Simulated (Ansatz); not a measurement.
Method: PBE (plane waves to 420 eV, PAW; Ansatz, a quantum-chemistry and plane-wave program).

Plane-averaged electrostatic potential energy along the normal, in eV from the Fermi level, for Au on the 1x1 (110) surface of bcc Mo, one in a 2x2 cell, started at the site 'bridge Mo-Mo (span 3.2 Å)':

(z (Å), V (eV)): (5.49, 4.53); (5.78, 4.52); (6.07, 4.52); (6.36, 4.51); (6.64, 4.49); (6.93, 4.45); (7.22, 4.36); (7.51, 4.20); (7.80, 3.88); (8.09, 3.24); (8.38, 2.01); (8.67, -0.43); (8.96, -5.94); (9.24, -14.59); (9.53, -21.60); (9.82, -22.85); (10.11, -17.68); (10.40, -9.26); (10.69, -3.51); (10.98, -4.33); (11.27, -11.29); (11.56, -19.61); (11.84, -23.61); (12.13, -20.87); (12.42, -12.98); (12.71, -5.02); (13.00, -2.14); (13.29, -5.14); (13.58, -13.15); (13.87, -20.95); (14.16, -23.54); (14.44, -19.41); (14.73, -11.04); (15.02, -4.09); (15.31, -3.19); (15.60, -8.72); (15.89, -17.22); (16.18, -22.75); (16.47, -22.00); (16.76, -15.35); (17.04, -6.72); (17.33, -1.21); (17.62, 0.18); (17.91, -0.46); (18.20, -1.09); (18.49, -1.09); (18.78, -0.31); (19.07, 1.38); (19.36, 3.05); (19.64, 3.75); (19.93, 4.03); (20.22, 4.16); (20.51, 4.21); (20.80, 4.24); (21.09, 4.25); (21.38, 4.26); (21.67, 4.26); (21.96, 4.26); (22.24, 4.26); (22.53, 4.26); (22.82, 4.26)

Slab: 17 atoms, 6.5 Å thick at the start under the adsorbate (thin: gaps and levels are the slab's own); k 6x6x1, smearing 0.1 eV, dipole-corrected; 8 atoms held, the rest relaxed; held to the start's symmetry, so lower structures may exist; no spin, no spin-orbit, no U, no dispersion correction. At the end it is bonded to 4 Mo. In PBE it is, or lies within 0.03 eV of, the lowest of the starts that converged.

The vacuum level lies 4.26 eV above the Fermi level over the top face and 4.53 eV above it under the bottom face.
